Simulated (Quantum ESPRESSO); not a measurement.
Input and output of a self-consistent single point for Ni (Fm-3m, 1 atom in the cell) (Quantum ESPRESSO).

Method of the run: PBE, PSlibrary PAW (PBE) pseudopotentials (plane waves; Quantum ESPRESSO).

The change in words: lattice scaled by 0.98; degauss: 0.0073499 Ry → 0.0036749 Ry; K_POINTS: automatic 16 16 16 0 0 0 → automatic 21 21 21 0 0 0. Reference geometry:
```xyz
1
Lattice="0.0000 1.7547 1.7547 1.7547 0.0000 1.7547 1.7547 1.7547 0.0000" Properties=species:S:1:pos:R:3 pbc="T T T"
Ni     0.0000     0.0000     0.0000
```
Moments meant for the start (each program seeds them in its own way; μB, in the order of the atoms Ni): 1.0.

Reference input (self-consistent single point, DFT, PBE, plane waves, PSlibrary PAW (PBE) pseudopotentials): ecutwfc = 50 Ry; ecutrho = 300 Ry; occupations = smearing; smearing = gauss; degauss = 0.0073499 Ry; nspin = 2; potentials = {Ni: Ni.pbe-n-kjpaw_psl.1.0.0.UPF}; K_POINTS = automatic 16 16 16 0 0 0; conv_thr = 1e-10 Ry; mixing_beta = 0.3. This run's input differs from it in these lines:

```diff
@@ -16,3 +16,3 @@
    smearing = 'gauss'
-   degauss = 0.0073499
+   degauss = 0.0036749
    nspin = 2
@@ -27,5 +27,5 @@
 CELL_PARAMETERS {angstrom}
-   0.00000000     1.75472000     1.75472000
-   1.75472000     0.00000000     1.75472000
-   1.75472000     1.75472000     0.00000000
+   0.00000000     1.71962600     1.71962600
+   1.71962600     0.00000000     1.71962600
+   1.71962600     1.71962600     0.00000000
 ATOMIC_POSITIONS {crystal}
@@ -33,3 +33,3 @@
 K_POINTS {automatic}
-16 16 16  0 0 0
+21 21 21  0 0 0
```

Log, with long lists cut:

```
     Self-consistent Calculation

     iteration #  1     ecut=    50.00 Ry     beta= 0.30

     Threshold (ethr) on eigenvalues was too large:
     Diagonalizing with lowered threshold

     c_bands:  1 eigenvalues not converged

     total energy              =    -185.69995288 Ry
     estimated scf accuracy    <       0.00193967 Ry

     total magnetization       =     0.65 Bohr mag/cell
     absolute magnetization    =     0.66 Bohr mag/cell

     iteration #  2     ecut=    50.00 Ry     beta= 0.30

     total energy              =    -185.70085829 Ry
     estimated scf accuracy    <       0.00096388 Ry

   [... lines left out ...]

     total magnetization       =     0.62 Bohr mag/cell
     absolute magnetization    =     0.65 Bohr mag/cell

   [... 7 blocks of this kind left out ...]

     iteration # 11     ecut=    50.00 Ry     beta= 0.30

     total energy              =    -185.70196813 Ry
     estimated scf accuracy    <          4.4E-10 Ry

     total magnetization       =     0.60 Bohr mag/cell
     absolute magnetization    =     0.68 Bohr mag/cell

     iteration # 12     ecut=    50.00 Ry     beta= 0.30

     Magnetic moment per site  (integrated on atomic sphere of radius R)
     atom   1 (R=0.412)  charge=  8.6587  magn=  0.6342
     End of self-consistent calculation

     Number of k-points >= 100: set verbosity='high' to print the bands.

     the Fermi energy is    14.9799 ev

!    total energy              =    -185.70196813 Ry
     estimated scf accuracy    <          3.1E-11 Ry
     smearing contrib. (-TS)   =      -0.00014468 Ry
     internal energy E=F+TS    =    -185.70182345 Ry

     total magnetization       =     0.60 Bohr mag/cell
     absolute magnetization    =     0.68 Bohr mag/cell

     convergence has been achieved in  12 iterations

     Forces acting on atoms (cartesian axes, Ry/au):

     atom    1 type  1   force =     0.00000000    0.00000000    0.00000000

     Total force =     0.000000     Total SCF correction =     0.000000

          total   stress  (Ry/bohr**3)                   (kbar)     P=      156.39
   0.00106309   0.00000000   0.00000000          156.39        0.00        0.00
   0.00000000   0.00106309   0.00000000            0.00      156.39        0.00
   0.00000000   0.00000000   0.00106309            0.00        0.00      156.39

   JOB DONE.
```

The run converged in 12 iterations. Against the reference run the free energy goes up by 40.1 meV/atom, the pressure goes from 0.82 to 15.64 GPa and the size of the net moment stays at 0.60 μB/atom. The full log also holds: “c_bands:  1 eigenvalues not converged”.

The starting cell has typed, rounded lattice constants, without a prior relaxation at this level. Its lattice was rescaled by up to half a per cent. For this run, on top of that: lattice scaled by 0.98. With one magnetic atom in the cell only a parallel order is possible. With a pressure of about 16 GPa the cell is away from its equilibrium volume at this level.
